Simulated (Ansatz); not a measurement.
Si (diamond structure), Σ5 (310) [001] symmetric tilt. One P atom replaces one Si atom in a bicrystal of 48 atoms (one solute to 47 Å² of one boundary, a high coverage); atoms relaxed, cell held. Energies count from the site farthest from both boundaries, which lies only 5.2 Å away; negative means that the solute is drawn to the site. The cell is neutral, and spin is allowed where the electrons are odd. k-points: Γ-centred 3×4×1 mesh; occupations: Fermi-Dirac, 0.050 eV; spin-polarised, moments started parallel. Spin-orbit coupling is left out.

Sites tried, by distance from the nearest boundary plane (Å): 0.00, 0.85, 0.85, 1.81.

Q: Does P segregate by Ansatz (a first-principles code) with PBE, and with what energy at each site?

A: 0.00 Å: -0.13 eV; 0.85 Å: -0.08 eV; 0.85 Å: -0.08 eV; 1.81 Å: -0.10 eV. The most favoured site tried binds it by 0.13 eV.
